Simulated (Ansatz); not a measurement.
System: InGaZnO4 (R3m, No. 160, 7 atoms in the cell; start mp-1215688). Method: PBE (Ansatz, a quantum-chemistry and plane-wave program, plane waves, PAW).

Run with plane-wave cutoff 520 eV, 12×12×12 k mesh, Fermi–Dirac smearing 0.01 eV, scalar-relativistic PAW data made under PBE.

Cell (relaxed at this level):

```xyz
7
Lattice="1.6779 0.9687 8.7034 -1.6779 0.9687 8.7034 0.0000 -1.9375 8.7034" Properties=species:S:1:pos:R:3 pbc="T T T"
Zn     0.0000     0.0000     5.7132
In     0.0000     0.0000     0.0805
Ga     0.0000     0.0000    20.5504
O      0.0000     0.0000     7.7095
O      0.0000     0.0000    18.5703
O      0.0000     0.0000     3.1601
O      0.0000     0.0000    22.5469
```

### Question
Give the computed band gap and bulk modulus.

### Answer

- band gap = 1.12 eV (on the SCF k mesh)
- bulk modulus = 155 GPa

Note: the relaxation could not lower the start's symmetry, so the cell can be a saddle point above a distorted one; the bulk modulus is −V dP/dV from two relaxed cells at ±2 % in volume.

Spin–orbit coupling is not included.

Cost on a shared machine: very roughly 5 core-minutes.

A start named mp-… is a Materials Project structure, which need not be a measured phase.
